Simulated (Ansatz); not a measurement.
The cell is built on a prototype and need not be the phase stable at ambient conditions.

By PBEsol, the system below comes out a metal.

Here is the system:

```yaml
crystal:
  lattice:
    - [2.96796, 0.00000, 0.00000]
    - [0.00000, 4.19814, 0.00000]
    - [0.00000, 2.09907, 2.09907]
  atoms:
    - { symbol: Al, position: [0.50000, 0.50000, 0.00000] }
    - { symbol: Rh, position: [0.00000, 0.00000, 0.00000] }
```

Space group of this cell: Pm-3m, CsCl type. The cell was relaxed by PBE-D3(BJ); by PBEsol its mean pressure is 0.8 GPa.

The current flows along the normal of the first two printed cell vectors. No spin-orbit coupling; the value is a mean over 0.1 eV about the Fermi level.

### Question
Give the ballistic conductance per area that PBEsol in Ansatz (a first-principles code) yields.

### Answer
0.41 × 10¹⁵ S/m² for both spins.
